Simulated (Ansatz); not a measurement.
**TiAl (P4/mmm): band-structure transport figures**

```
AlTi
1.0
    2.72503     0.00000     0.00000
    0.00000     2.72503     0.00000
    0.00000     0.00000     3.95306
Ti Al
1 1
Direct
  0.50000   0.50000   0.50000
  0.00000   0.00000   0.00000
```

Calculation: PBEsol, rigid bands (plane waves, PAW, scalar-relativistic; Ansatz, a quantum-chemistry and plane-wave program). Condition of this run: hydrostatic pressure 10 GPa (the target of the relaxation). How the cell was made: cell and atoms relaxed with PBEsol, then loaded as said.

```json
{
 "density of states at the Fermi level": "1.70 states/(eV·cell), both spins",
 "bare Sommerfeld coefficient": "2.0 mJ/(mol of atoms·K²)",
 "drude_plasma_energy": "5.4 (x), 5.4 (y), 4.9 (z) eV",
 "root-mean-square Fermi velocity": "4.2e5 m/s",
 "resistivity times τ": "17.0 (x), 17.0 (y), 20 (z) ×10⁻²² Ω·m·s"
}
```

A metal at this level (no band gap); rigid bands, thermally averaged at 300 K, both spins. Spin-orbit coupling is left out. τ is one relaxation time for all states.
